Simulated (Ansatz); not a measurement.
Response to strain in CdTe

The parent structure is CdTe in the zinc blende structure (space group F-43m, No. 216; a = 6.489 Å). Axes: x, y, z lie along the cube axes.

Strains are applied to the cell and any free atomic positions relax; under biaxial strain the out-of-plane vector relaxes too.

Computed with PBEsol (Ansatz, a first-principles code), scalar-relativistic without spin-orbit coupling.

Notes on the quantities. energy relative to the base: free energy F.

```json
[
 {"biaxial strain, plane normal [001], relaxed out of plane (%)": "0", "energy relative to the base (meV/atom)": "0.0"},
 {"biaxial strain, plane normal [001], relaxed out of plane (%)": "0.5", "energy relative to the base (meV/atom)": "?"},
 {"biaxial strain, plane normal [001], relaxed out of plane (%)": "1", "energy relative to the base (meV/atom)": "0.8"},
 {"biaxial strain, plane normal [001], relaxed out of plane (%)": "1.5", "energy relative to the base (meV/atom)": "1.8"},
 {"biaxial strain, plane normal [001], relaxed out of plane (%)": "2", "energy relative to the base (meV/atom)": "3.3"},
 {"biaxial strain, plane normal [001], relaxed out of plane (%)": "2.5", "energy relative to the base (meV/atom)": "5.0"},
 {"biaxial strain, plane normal [001], relaxed out of plane (%)": "3", "energy relative to the base (meV/atom)": "7.2"}
]
```

Task: Fit ΔE = Aε² + Bε³ (ε in %) to the rows shown and predict the withheld row.

Result: Least squares on the printed values gives A = 0.830 and B = -0.010 meV/atom (largest residual 0.1 meV/atom); this predicts 0.2 meV/atom, and the run gives 0.2 meV/atom, in agreement.

Stability against distortions was not tested.
